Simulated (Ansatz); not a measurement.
The parent structure is SrTiO$_{3}$ in the cubic perovskite structure (space group Pm-3m, No. 221).

```yaml
crystal:
  lattice:
    - [3.89108, 0.00000, 0.00000]
    - [0.00000, 3.89108, 0.00000]
    - [0.00000, 0.00000, 3.89108]
  atoms:
    - { symbol: Sr, position: [0.00000, 0.00000, 0.00000] }
    - { symbol: Ti, position: [0.50000, 0.50000, 0.50000] }
    - { symbol: O, position: [0.00000, 0.50000, 0.50000] }
    - { symbol: O, position: [0.50000, 0.50000, 0.00000] }
    - { symbol: O, position: [0.50000, 0.00000, 0.50000] }
```

Computed with PBEsol in Ansatz (plane waves to 420 eV, PAW, no spin-orbit coupling).

Base values:

The volume per atom is 11.78 Å³.

Modification: a hydrostatic pressure of 3 GPa.

What happens to the mean gap deformation potential ΔEg/Δln V?

The mean gap deformation potential ΔEg/Δln V is -1.8 eV.

How does this affect the volume per atom?

The volume per atom shrinks by 0.18 Å³ to 11.60 Å³.

Load acts through the strain it causes; cell and atoms are relaxed under it. Whether these cells are dynamically stable was not tested. The final runs are not spin-polarised. Many cubic perovskites are stable only at high temperature; tilts and polar distortions were not tested.

Ansatz is an electronic-structure program.
